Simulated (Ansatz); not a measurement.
Output of an Ansatz run (abridged):

```
WARN the atoms were moved onto the symmetric positions of the space group found under crystal.symmetry.tolerance 1.0e-5 (fractional …
WARN ansatz: RAYON_NUM_THREADS=1 ignored (pool sized by the plan → 1); use --threads N
Pseudopotentials: kind: paw
Pseudopotential: Hf, paw, valence charge 26
Pseudopotential: Ge, paw, valence charge 14
Crystal: 8 atoms, lattice volume = 168.827 Å³
Basis set: ecut = 420 eV, 3355 PW (Γ), exchange–correlation on 54×54×180 points (8 copies of the dense FFT grid, shifted against one another)
Bands: 96, of which v1, the nominal top of the filled ones, is band 80 counted from 1 (79 counted from 0)
Symmetry: 24 space group operations
Space group: P63/mmc (ITA 194), of the structure as read, at distance tolerance 5.5e-5 Å
k-points: 16 of 98
Initial density: superposition of atomic densities (neutral atoms: chi_scale 0, normalization atom), corrected by the library's trained network
Initial wavefunctions: pseudopotential atomic-orbital guess
Eigensolver: davidson
Functional: x = pbe(κ = 0.804, μ = 0.2195149727645171), c = pbe(β = 0.06672455060314922)
SCF iter   1: F=—  HF=-80069.654193 eV  |F-HF|=—  |Δ(HF+E_count)|=         —  Δρ=2.65e-3  dr2=3.60e-2  ethr=1.77e-3  ⟨swp⟩=4.1  Hψ=4443  notcnv=0
all-band conjugate gradients solve this SCF's bands
preconditioner: auto → Kerker (q_TF=auto, 2.704 Å⁻¹)
SCF iter   2: F=—  HF=-80069.651606 eV  |F-HF|=—  |Δ(HF+E_count)|=   2.59e-3  Δρ=1.73e-3  dr2=1.64e-2  ethr=2.25e-5  ⟨swp⟩=2.0  Hψ=2000  notcnv=0
SCF iter   3: F=—  HF=-80069.649089 eV  |F-HF|=—  |Δ(HF+E_count)|=   2.52e-3  Δρ=5.21e-4  dr2=8.79e-4  ethr=1.02e-5  ⟨swp⟩=2.9  Hψ=2728  notcnv=0
SCF iter   4: F=—  HF=-80069.648544 eV  |F-HF|=—  |Δ(HF+E_count)|=   5.45e-4  Δρ=2.73e-4  dr2=1.75e-4  ethr=5.50e-7  ⟨swp⟩=2.0  Hψ=2707  notcnv=0
SCF iter   5: F=—  HF=-80069.648529 eV  |F-HF|=—  |Δ(HF+E_count)|=   1.48e-5  Δρ=1.06e-4  dr2=3.58e-5  ethr=1.09e-7  ⟨swp⟩=2.2  Hψ=2249  notcnv=0
SCF iter   6: F=—  HF=-80069.648429 eV  |F-HF|=—  |Δ(HF+E_count)|=   1.00e-4  Δρ=5.58e-5  dr2=1.27e-5  ethr=2.24e-8  ⟨swp⟩=2.0  Hψ=2418  notcnv=0
SCF iter   7: F=—  HF=-80069.648427 eV  |F-HF|=—  |Δ(HF+E_count)|=   1.95e-6  Δρ=2.33e-5  dr2=1.95e-6  ethr=7.96e-9  ⟨swp⟩=2.0  Hψ=2702  notcnv=0
SCF iter   8: F=—  HF=-80069.648427 eV  |F-HF|=—  |Δ(HF+E_count)|=   2.71e-7  Δρ=8.08e-6  dr2=2.21e-7  ethr=1.22e-9  ⟨swp⟩=2.1  Hψ=1868  notcnv=0
SCF iter   9: F=-80069.648427 eV  HF=-80069.648427 eV  |F-HF|=8.73e-8  |Δ(HF+E_count)|=   1.92e-8  Δρ=5.13e-6  dr2=4.55e-8  ethr=6.25e-11  ⟨swp⟩=8.6  Hψ=6364  notcnv=0
SCF 1 converged in 9 iterations: F = -80069.648427 eV  dr2 = 4.55e-8
SCF converged after 9 iterations
Free energy (F): -80069.648427 eV
Harris-Foulkes:  -80069.648427 eV  (|F-HF|=8.73e-8)
Internal energy: -80069.549968 eV  (E = F + TS)
E sigma→0 (E₀):  -80069.599198 eV
Entropy (-TS):   -0.098458 eV (-12.307 meV/atom)
Fermi energy:    14.923809 eV
--- Per-component energies (eV) ---
  E_band       = -586.489585
  E_kinetic    = 2131.069826
  E_local      = -30932.137605  (includes V_loc(G=0)·N_el)
  E_nonlocal   = -3305.737231
  E_hartree    = 14194.365468
  E_xc         = -1500.628373
  E_vxc        = -1321.275456  (∫ρ·V_xc dr)
  E_paw        = -35783.681635  (= ΣΔE_a)
  E_vpaw       = 4452.863948  (= ΣTr[D̂ρ^β])
  E_aug_tail   = 0.001204  (compensation charges beyond the density's cutoff)
  E_ewald      = -24872.801623
  E_smearing   = -0.098458  (= −TS)
  E_closure    = 0.000000  (closes the sum)
  Σ components = -80069.648427   (vs F -80069.648427, Δ=0.00e0)
--- Forces (eV/Å), atoms counted from 1 ---
  atom   1  Hf     0.00000000    -0.00000000    -0.79834719
  atom   2  Hf    -0.00000000     0.00000000    -0.79834719
  atom   3  Hf    -0.00000000     0.00000000     0.79834719
  atom   4  Hf     0.00000000    -0.00000000     0.79834719
  atom   5  Ge    -0.00000000     0.00000000    -0.00000000
  atom   6  Ge    -0.00000000     0.00000000     0.00000000
  atom   7  Ge     0.00000000    -0.00000000    -0.00000000
  atom   8  Ge    -0.00000000     0.00000000     0.00000000
  max |Σ_I F_I| component: 2.22e-16 eV/Å
--- Stress (GPa, compression-positive) ---
       -3.070781       0.000000      -0.000000
        0.000000      -3.070781      -0.000000
       -0.000000      -0.000000      -0.878357
  P = ⅓ Tr σ = -2.3400 GPa (-23.400 kbar)
  The stress holds the Pulay correction. Without it, at fixed plane waves, as pw.x and ABINIT print it: P = -2.3715 GPa
--- Band table (eV; the first three rows and the last of 16) ---
  k-point 0: bands = ["-47.2616", "-47.2604", "-47.2548", "-47.2535", "-15.9583", "-15.9188", "-15.9188", "-15.9100", "-15.9099", "-15.9099", "-15.9019", "-15.9019", "-15.8930", "-15.8930", "-15.7914", "-15.7412", "-8.6432", "-8.6432", "-8.6429", [...]
  k-point 1: bands = ["-47.2611", "-47.2611", "-47.2541", "-47.2541", "-15.9377", "-15.9377", "-15.9155", "-15.9155", "-15.9155", "-15.9155", "-15.8963", "-15.8963", "-15.8963", "-15.8963", "-15.7627", "-15.7627", "-8.6430", "-8.6430", "-8.6430", [...]
  k-point 2: bands = ["-47.2611", "-47.2600", "-47.2543", "-47.2531", "-15.9539", "-15.9362", "-15.9267", "-15.9225", "-15.9163", "-15.9140", "-15.9101", "-15.9076", "-15.9058", "-15.8972", "-15.7866", "-15.7421", "-8.6426", "-8.6425", "-8.6425", [...]
  k-point 15: bands = ["-47.2584", "-47.2584", "-47.2517", "-47.2517", "-15.9855", "-15.9855", "-15.9679", "-15.9679", "-15.9595", "-15.9595", "-15.9434", "-15.9434", "-15.9153", "-15.9153", "-15.7563", "-15.7563", "-8.6408", "-8.6408", "-8.6399", [...]
```

The structure:

```
CELL_PARAMETERS angstrom
      3.86609     0.00000     0.00000
     -1.93304     3.34813     0.00000
      0.00000     0.00000    13.04273
ATOMIC_POSITIONS crystal
  Hf 0.33333 0.66667 0.12500
  Hf 0.66667 0.33333 0.62500
  Hf 0.66667 0.33333 0.87500
  Hf 0.33333 0.66667 0.37500
  Ge 0.00000 0.00000 0.00000
  Ge 0.00000 0.00000 0.50000
  Ge 0.33333 0.66667 0.75000
  Ge 0.66667 0.33333 0.25000
```

**Question.** Write an input that gives this output.

**Answer.** Other spellings and defaults could give the same log, and not every line can be read from it. The input that was run (DFT, PBE, plane waves, default PAW files):

Ansatz 0.2 input:
```yaml
# HfGe
crystal:
  lattice:
    - [3.866086, 0.000000, 0.000000]
    - [-1.933042, 3.348129, 0.000000]
    - [0.000000, 0.000000, 13.042728]
  atoms:
    - { symbol: Hf, position: [0.333333, 0.666667, 0.125000] }
    - { symbol: Hf, position: [0.666667, 0.333333, 0.625000] }
    - { symbol: Hf, position: [0.666667, 0.333333, 0.875000] }
    - { symbol: Hf, position: [0.333333, 0.666667, 0.375000] }
    - { symbol: Ge, position: [0.000000, 0.000000, 0.000000] }
    - { symbol: Ge, position: [0.000000, 0.000000, 0.500000] }
    - { symbol: Ge, position: [0.333333, 0.666667, 0.750000] }
    - { symbol: Ge, position: [0.666667, 0.333333, 0.250000] }
basis:
  ecutwfc: 420.0 eV
kpoints:
  mp_grid: { grid: [7, 7, 2] }
hamiltonian:
  xc: pbe
  pseudopotentials: { kind: paw }
scf:
  occupations: { method: gaussian, width: 0.272 eV }
output:
  forces: true
  eigenvalues: true
  stress: true
```

The starting cell was generated: these elements placed on a structure prototype, without a prior relaxation; it need not be a known phase or ordering of this composition. Its lattice was rescaled by a random factor within 2.5 % of one. Spin-orbit coupling is off. Ansatz's pressure includes its estimate of the finite-basis (Pulay) stress.

Ansatz is an electronic-structure program.
